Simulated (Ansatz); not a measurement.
Consider MoS$_{2}$ in the 2H-MoS2 type structure (space group P6_3/mmc, No. 194; layered, stacked along the Cartesian z axis).

```
CELL_PARAMETERS angstrom
      3.14937     0.00000     0.00000
     -1.57469     2.72744     0.00000
      0.00000     0.00000    12.09029
ATOMIC_POSITIONS crystal
  Mo 0.33333 0.66667 0.25000
  Mo 0.66667 0.33333 0.75000
  S  0.33333 0.66667 0.62049
  S  0.66667 0.33333 0.12049
  S  0.66667 0.33333 0.37951
  S  0.33333 0.66667 0.87951
```

Cartesian axes are those of the cell as printed.

Level of theory: PBE-D3(BJ) (Ansatz, an electronic-structure program), no spin-orbit coupling.

One thing is altered: an isotropic linear strain of +0.52 %, atoms relaxed at fixed cell.

Question: Predict the stress tensor and what it implies for the stiffness.

Answer: Stress of the strained cell less that of the base (GPa, compression positive):
```
  -1.50    0.00    0.00
   0.00   -1.50    0.00
   0.00    0.00   -0.40
```

Then B = −ΔP/(ΔV/V₀) with ΔV/V₀ = 0.0157 gives secant stiffness values (nonlinear terms included at this strain): B (at held cell shape, above the free-shape value) ≈ 72 GPa.

Stability against distortions was not tested.
